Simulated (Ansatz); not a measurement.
Base system: MoSi2 (space group I4/mmm, No. 139; a = 3.1901 Å, c = 7.8220 Å; relaxed with 0.1 eV smearing). Axes: x, y, z lie along a, b, c of the conventional cell.

The values are results of Ansatz (a first-principles code) PBEsol, no SOC, not measurements.

Strains are applied to the cell and any free atomic positions relax.

One change was made to it. Results:

```json
[
 {"quantity": "band gap", "base": "zero", "after": "zero"},
 {"quantity": "energy relative to the base (free energy F)", "base": "0 meV/atom", "after": "+0.3 meV/atom"}
]
```

### Question
Name the change that was made.
A. tensor shear ε_xz = +0.86 %
B. tensor shear ε_xz = +0.29 %
C. tensor shear ε_xz = +1.43 %

### Answer
B, tensor shear ε_xz = +0.29 %. For comparison, the energy relative to the base in the other runs: tensor shear ε_xz = +1.43 % gives +7.0 meV/atom; tensor shear ε_xz = +0.86 % gives +2.5 meV/atom.

Whether these cells are dynamically stable was not tested. The final runs are not spin-polarised.
